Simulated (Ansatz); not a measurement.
For ScPdN2 (model structure, started from the PtCoO2 type, R-3m, No. 166, 4 atoms in the cell), PBEsol in Ansatz (PAW) gives:

equilibrium lattice constant a: 3.227 Å
lattice parameter c: 17.713 Å
bulk modulus B0: 123 GPa
cohesive energy: 5.17 eV/atom

**Question.** What does r²SCAN (PAW; Ansatz, a first-principles code) give for the same quantities?

**Answer.** 
- lattice constant a: 3.254 Å (increases by 0.8 %)
- lattice parameter c: 17.838 Å (increases by 0.7 %)
- bulk modulus: 124 GPa (is nearly the same)
- cohesive energy: 4.64 eV/atom (drops by 0.53 eV/atom)

Changes are worked out from the printed values.

Unless a cell is named, each level is at its own relaxed cell (PBEsol 13.31, r²SCAN 13.63 Å³/atom).

Caveats: the bulk modulus is −V dP/dV from two relaxed cells at ±2 % in volume (PBEsol, r²SCAN). Ansatz's density-functional and Hartree–Fock values are scalar-relativistic unless marked +SOC, with PAW data made under PBE.

A model structure was made by putting elements into a prototype or built by hand; it is no filed structure, need not be a known phase, and can be a saddle point held by its symmetry.
